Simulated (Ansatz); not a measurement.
The starting structures come from a database of crystals and need not be the phases stable at ambient conditions.

 Where the default PAW files enter, the runs use the earlier of Ansatz's two default sets.

The decay constant κ of evanescent states in the gap governs leakage through a thin film.

```
CELL_PARAMETERS angstrom
      2.84710     0.00000     0.00000
      0.00000    12.90802     0.00000
      0.00000     6.45401     3.80227
ATOMIC_POSITIONS crystal
  Si 0.25000 0.76892 0.05603
  Si 0.75000 0.23108 0.94397
  Si 0.75000 0.59387 0.63721
  Si 0.25000 0.40613 0.36279
  Si 0.25000 0.82495 0.58118
  Si 0.75000 0.17505 0.41882
  N  0.25000 0.66667 0.00000
  N  0.75000 0.33333 0.00000
  N  0.25000 0.03081 0.63904
  N  0.75000 0.96919 0.36096
  N  0.75000 0.70066 0.26853
  N  0.25000 0.29934 0.73147
  N  0.25000 0.66985 0.62949
  N  0.75000 0.33015 0.37051
```

Space group of this cell: P2_1/m. The cell is strained (lengths across the current scaled by 0.98, ions clamped); by r2SCAN its mean pressure is 11.8 GPa.

Transport runs along the normal of the first two printed cell vectors.

The gap is the functional's own, uncorrected, and κ follows it; spin-orbit coupling is left out. Mid-gap values are interpolated between the computed energies.

Estimate the band gap and the smallest decay constant κ at mid-gap that r2SCAN (Ansatz, a quantum-chemistry and plane-wave program) returns for this system.

Gap 5.34 eV on a 10×6×8 mesh; κ = 0.398 1/Å, at (0.000, 0.500) of the in-plane reciprocal vectors. At the zone centre, at the nearest computed energy, the slowest state has κ = 0.41 1/Å.
